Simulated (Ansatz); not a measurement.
# BN: stress against strain

BN (wurtzite, P6_3mc, 5.755 Å³/atom at rest, c along z) under a strain ε along c (axis z), the other axes held. LDA in Ansatz, a plane-wave DFT program (PAW, default set), 420 eV, 15×15×8 Γ-centred mesh, Fermi-Dirac smearing 0.05 eV; ions are relaxed within the symmetry of each cell. Stress is positive for a compressed cell.

Here s stands for strain and y for stress zz.

```
strain (%)  stress zz (GPa)
----------  ---------------
-3.00                     ?
-1.20                 13.64
-0.60                  6.69
0.00                   0.00
0.60                  -6.42
1.20                 -12.56
```

Fit y of the 5 rows that show it with a straight line. Means: s 0, y 0.270. About the means, the sum of products is -39.306 and the sum of squares of s is 3.6000; the slope is their ratio. Least squares gives y = 0.270 - 10.9183·s. Residuals (row less fit): 0.268, -0.131, -0.270, -0.139, 0.272; standard error 0.292 (degrees of freedom: 3). The slope gives the elastic constant C33 = 1092 ± 15 GPa.

### Question
What does the fit predict for y at s = -3.00, and how far is the calculated value from it?

### Answer
y = 0.270 - 10.9183 × (-3.0) = 33.025 GPa. The calculation gives 36.12 GPa, 3.095 GPa above the prediction (6.4 % of the range of y in the table). The row lies outside the fitted rows, so this is an extrapolation. From the scatter of the fitted rows alone, a prediction at this place has a standard error of 0.561 GPa, so the miss is 5.5 times that.

One order more, fitted to all 11 runs of the series, follows each within 0.02, so the miss is the next term of a smooth law. BN is here a metastable high-pressure form. Rows are the converged runs of the series near zero and its far end; series whose fitted rows scatter by over a few per cent of the range, as at a crossing or softening among them, aren't shown in this form. Most that stay on the fit to the last digits aren't either.
